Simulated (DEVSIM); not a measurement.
System: Ni/SiO2/p-Si capacitor, at 300 K.

Layer 1 from the left is SiO2, thickness (nm) 8.70. Layer 2 from the left is Si, thickness (nm) 920, Na (cm⁻³) 3.9e17.

Metal gate on the left, work function 5.1 eV. Fixed charge at the semiconductor interface 0 cm⁻² (in units of +e); no interface traps.

The device is made up for the run: typed textbook-type constants, with dimensions and the other settings drawn at random. Values at 300 K.

SiO2: gap (eV) 9, affinity (eV) 0.9, permittivity 3.9. Si: gap (eV) 1.124, affinity (eV) 4.05, permittivity 11.7, Nc (cm⁻³) 2.86e19, Nv (cm⁻³) 3.1e19.

DEVSIM, 1D Poisson equation in equilibrium, Boltzmann statistics, complete ionisation; no quantum confinement or tunnelling. Metal contacts follow the ideal Schottky-Mott rule: no Fermi-level pinning, no interface dipoles.

Problem. What does the simulation give for the flat-band voltage?

Solution. flat-band voltage 0.04 V.
